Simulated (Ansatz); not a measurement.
Antifluorite K2Te was calculated with LC-ωPBE (PAW; Ansatz, a program for electronic structure).

Numerical settings: plane-wave cutoff 460 eV, 6×6×6 k mesh, Fermi–Dirac smearing 0.01 eV, scalar-relativistic PAW data made under PBE.

Properties against volume:

| V (Å³/atom) | P (GPa) | direct gap at Γ (eV) | smallest gap on the k mesh (eV) |
|---|---|---|---|
| 42.945 | 0.84 | 7.626 | 7.573 |
| 44.379 | 0.27 | 7.510 | 7.471 |
| 45.206 | -0.01 | 7.446 | 7.414 |
| 46.336 | -0.35 | 7.362 | 7.337 |
| 47.466 | -0.65 | 7.282 | 7.261 |

A straight line through the gaps at Γ against ln V gives a volume deformation potential dE_g(Γ)/d ln V of -3.4 eV: the gap at Γ widens under compression.

Note: the relaxation could not lower the start's symmetry, so the cell can be a saddle point above a distorted one.

Spin–orbit coupling is not included; with these elements it can move the gap by several tenths of an eV or more.
